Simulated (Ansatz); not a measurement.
These are PBE (plane waves to 420 eV, PAW; Ansatz, a program for electronic structure) values and carry that method's errors.

Electrostatic potential energy of an electron, averaged over planes parallel to the surface, in eV from the highest filled level, for a constructed model of the (000-1) surface of wurtzite GaN, N-terminated, 2x2 Ga adatom at H3 (bottom of the slab: 3 H on 4 bottom sites):

```
z (Å)  V (eV)
-----  ------
3.89     6.74
4.17     6.74
4.44     6.74
4.72     6.74
5.00     6.74
5.28     6.74
5.56     6.74
5.83     6.74
6.11     6.74
6.39     6.72
6.67     6.70
6.94     6.64
7.22     6.50
7.50     6.18
7.78     5.37
8.06     3.91
8.33     3.94
8.61     3.73
8.89     1.43
9.17    -1.60
9.44    -3.96
9.72    -5.55
10.00   -8.21
10.28   -9.90
10.56   -7.46
10.83   -2.25
11.11    1.86
11.39    1.83
11.67   -0.92
11.94   -3.92
12.22   -5.63
12.50   -7.58
12.78  -10.18
13.06   -9.57
13.33   -4.54
13.61    0.62
13.89    2.19
14.17    0.37
14.44   -2.92
14.72   -5.14
15.00   -6.58
15.28   -9.23
15.56  -10.46
15.83   -7.11
16.11   -1.44
16.39    2.00
16.67    1.45
16.94   -1.53
17.22   -4.39
17.50   -6.07
17.78   -8.28
18.06  -10.40
18.33   -8.99
18.61   -3.80
18.89    0.76
19.17    1.83
19.44   -0.17
19.72   -2.92
20.00   -5.03
20.28   -6.72
20.56   -9.55
20.83  -10.70
21.11   -7.75
21.39   -2.70
21.67    1.12
21.94    2.22
22.22    2.69
22.50    3.18
22.78    3.87
23.06    4.32
23.33    4.51
23.61    4.60
23.89    4.65
24.17    4.67
24.44    4.68
24.72    4.68
25.00    4.68
25.28    4.68
25.56    4.68
25.83    4.68
26.11    4.68
26.39    4.68
```

Slab: 44 atoms, 13.6 Å thick at the start with caps and adatoms (thin: gaps and levels are the slab's own); k 4x4x1, smearing 0.025 eV, dipole-corrected; 8 atoms held, the rest relaxed; held to the start's symmetry, so lower structures may exist; no spin, no spin-orbit, no U. In PBE it is, or lies within 0.01 eV a 1x1 cell of, the lowest of the 3 structures of its composition computed so far; subsurface sites and larger cells were not tried.

**Question.** The surface cell has an area of 35.88 Å². What dipole along the normal does the step between the two vacuum levels imply?

**Answer.** the top vacuum level lies 2.06 eV below the bottom one; p = −ε₀ A ΔV (ε₀ = 0.005526 e/(V·Å)) gives 0.41 e·Å a cell.
